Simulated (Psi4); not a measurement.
Psi4 1.11, unrestricted WB97X/def2-svp: [c]1ncccn1, charge 0, multiplicity 2, 9 atoms. The geometry is a generated start, not checked to be a minimum at this level.

- task = energy
- method = wb97x
- basis = def2-svp
- memory = 3 GB
- maxiter = 100
- keys of the molecule block = symmetry c1
- scf_type = df (default)
- guess = auto, which took SAD (default)
- scf_initial_accelerator = adiis (default)
- e_convergence = 1e-06 (default)
- d_convergence = 1e-06 (default)
- dft_radial_points = 75 (default)
- dft_spherical_points = 302 (default)
- basis functions = 99
- grid points = 190506

```xyz
9

C     -0.0398    -1.7576     0.0975
N      1.1453    -1.2363     0.0330
C      1.1890     0.0908    -0.0452
C      0.0191     0.8395    -0.0463
C     -1.1821     0.1471     0.0327
N     -1.2014    -1.1813     0.1021
H      2.1730     0.5377    -0.1076
H      0.0410     1.9157    -0.1069
H     -2.1441     0.6444     0.0409
```

Charge 0 and multiplicity 2 are set for this test and not shown to be the ground state.

One run each on 2 threads. Values of diis_max_vecs tried: 3, 6, 10 (default), 20.

**Question.** Which value of diis_max_vecs needs the fewest SCF iterations, and what happens away from it?

**Answer.** Fewest SCF iterations, within one of each other: 6 with 13, 10 (default) with 13, 20 with 12. The count rises to 21 at 3. All converge to one solution.

| diis_max_vecs | SCF iterations | end |
|---|---|---|
| 3 | 21 | same solution |
| 6 | 13 | same solution |
| 10 (default) | 13 | same solution |
| 20 | 12 | same solution |
